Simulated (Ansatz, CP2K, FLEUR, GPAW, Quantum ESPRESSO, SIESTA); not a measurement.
# Code comparison for Be₃N₂ (P1, 5 atoms in the cell)

Self-consistent single point, at a second geometry (atoms moved at random). First geometry:

```
Be3N2
1.0
    1.41980     0.81973     4.86622
   -1.41980     0.81973     4.86622
    0.00000    -1.63945     4.86622
Be N
3 2
Direct
  0.85900   0.85900   0.85900
  0.31769   0.31769   0.31769
  0.08881   0.08881   0.08881
  0.20416   0.20416   0.20416
  0.70844   0.70844   0.70844
```

Second geometry:
```
Be3N2
1.0
    1.41980     0.81973     4.86622
   -1.41980     0.81973     4.86622
    0.00000    -1.63945     4.86622
Be N
3 2
Direct
  0.86739   0.86352   0.85368
  0.30255   0.33019   0.31820
  0.10235   0.08353   0.07783
  0.20070   0.20454   0.20570
  0.70511   0.69632   0.72268
```

Shared settings, as Ansatz (a program for electronic structure) writes them: kpoints.mp_grid.grid = 9 9 9; scf.occupations.method = fixed. Potentials and cutoffs stand in the table.

```tsv
code	model	ΔF from the first geometry (meV/atom)	pressure (GPa)	largest force (eV/Å)	gap on the mesh (eV)	cutoff
CP2K	LDA (Pade form), GPW, DZVP-MOLOPT-SR-GTH basis, GTH-PADE potentials (GTH_POTENTIALS)	6.8	-4.50	0.591	3.375	grid 600 Ry
FLEUR	LDA (Perdew-Zunger), all-electron FLAPW (FLEUR), scalar-relativistic valence	7.2	–	0.581	2.757	Kmax 4.1 1/bohr
SIESTA	LDA PW92, numerical atomic orbitals TZP, PseudoDojo LDA standard norm-conserving potentials (rewritten from UPF to PSML)	7.2	-6.81	0.603	2.772	grid 350 Ry
Quantum ESPRESSO	LDA (PZ), GBRV 1.5 ultrasoft (LDA) pseudopotentials	7.0	-6.64	0.591	2.742	40 Ry
Ansatz	LDA (PW92), PAW files made with PBE	6.9	-7.25	0.583	2.748	default
GPAW	LDA (Perdew-Wang 92), GPAW PAW datasets LDA (gpaw-data 1.0.1)	7.1	–	0.600	2.743	900 eV
```

Size of the force on each atom (eV/Å): Sizes of forces hide their directions.

| code | Be1 | Be2 | Be3 | N4 | N5 |
|---|---|---|---|---|---|
| CP2K | 0.591 | 0.290 | 0.577 | 0.507 | 0.415 |
| FLEUR | 0.581 | 0.291 | 0.487 | 0.491 | 0.426 |
| SIESTA | 0.603 | 0.289 | 0.600 | 0.505 | 0.461 |
| Quantum ESPRESSO | 0.591 | 0.289 | 0.477 | 0.492 | 0.408 |
| Ansatz | 0.583 | 0.282 | 0.478 | 0.486 | 0.402 |
| GPAW | 0.600 | 0.298 | 0.483 | 0.510 | 0.431 |

A dash marks a value that a program does not give, or that is left out as unsure.

Gaps are read on the mesh.

The spread over the programs that give each value: ΔF from the first geometry within 0.4 meV/atom; pressure within 2.75 GPa; largest force within 0.022 eV/Å; gap on the mesh within 0.633 eV.

CP2K and SIESTA use small atom-centred bases, whose incompleteness enters pressures, forces and empty levels differently from a plane-wave cutoff. FLEUR treats all electrons, but the usual bases taken here (sphere radii, linearisation, local orbitals, empty states) were not tested for convergence, so the values are no reference for the others. Ansatz's pressure is given at a fixed set of plane waves, as the other plane-wave codes print theirs; with its correction for the finite basis it is -6.84 GPa (the shift of 0.40 GPa shows how far the cutoff is from converged). The pressure of GPAW is left out: its cutoff lies under the one at which its stress was checked. The same LDA comes in different parametrisations, which differ slightly. In the pressure, CP2K (by 2.44) lies more than 1 GPa from the median of the plane-wave programs. In the gap, CP2K (by 0.632) lies more than 0.12 eV from the median of the plane-wave programs. In the force vectors, CP2K (by 0.189) and SIESTA (by 0.168) lie more than 0.08 eV/Å from the median of the plane-wave programs.

The starting cell comes from a database of computed structures (which also holds hypothetical and non-ambient phases and stackings), without a prior relaxation at this level. For this run, on top of that: atoms moved at random.

Keys are those of Ansatz 0.2.
